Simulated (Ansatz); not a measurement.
Layers are cut from database crystals; whether they can be made is not shown.

- Surface = single layer of Te2Pt (symmetry P-3m1 as a slab, 3 atoms a cell)
- Vacuum level minus Kohn-Sham valence edge = 4.78 eV
- Vacuum level minus Kohn-Sham conduction edge = 4.02 eV
- Gap of the slab on its mesh = 0.76 eV
- Apparent barrier, filled states, bias minus 0.8 V = 5.0 eV (κ = 1.15 1/Å)
- Apparent barrier, filled states, bias minus 1.4 V = 5.2 eV (κ = 1.17 1/Å)
- Apparent barrier, empty states, bias plus 0.8 V = 4.5 eV (κ = 1.08 1/Å)
- Apparent barrier, empty states, bias plus 1.4 V = 4.7 eV (κ = 1.11 1/Å)

Level of theory: PBE, Tersoff-Hamann images (plane waves, PAW; Ansatz, a program for electronic structure).

The apparent barrier is ħ²κ²/2m, with κ from the fall of the mean window density between 3.5 and 5 Å; states of large in-plane momentum fall faster than their energy alone says. Mesh 18×18×1, no spin-orbit coupling, no spin polarisation; biases count from the run's Fermi level.
